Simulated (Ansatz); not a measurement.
The starting structures come from a database of crystals and need not be the phases stable at ambient conditions.

Inside the gap of an insulator the Bloch states are evanescent, with a wavenumber k + iκ along the transport direction.

Here is the system:

```xyz
16
Lattice="3.1485 0.0000 0.0000 0.0000 5.1249 0.0000 0.0000 0.0000 15.3664" Properties=species:S:1:pos:R:3 pbc="T T T"
Re     2.3614     3.3275     9.9880
Re     0.7871     1.7973     5.3784
Re     0.7871     0.7651    13.0616
Re     2.3614     4.3598     2.3048
P      2.3614     4.3759     7.8768
P      0.7871     0.7489     7.4896
P      0.7871     1.8135    15.1727
P      2.3614     3.3114     0.1936
P      2.3614     4.2090    13.5536
P      0.7871     0.9159     1.8128
P      0.7871     1.6466     9.4959
P      2.3614     3.4783     5.8704
P      2.3614     2.4485    12.1917
P      0.7871     2.6764     3.1747
P      0.7871     5.0109    10.8579
P      2.3614     0.1140     4.5085
```

Space group of this cell: Pnma. The cell is taken as given.

Transport runs along the normal of the first two printed cell vectors.

The gap is the functional's own, uncorrected, and κ follows it; spin-orbit coupling is left out. Mid-gap values are interpolated between the computed energies.

**Question.** Give the band gap and the smallest decay constant κ at mid-gap that r2SCAN in Ansatz (a first-principles code) yields.

**Answer.** Gap 0.24 eV on a 10×6×2 mesh; κ = 0.042 1/Å, at the zone centre.
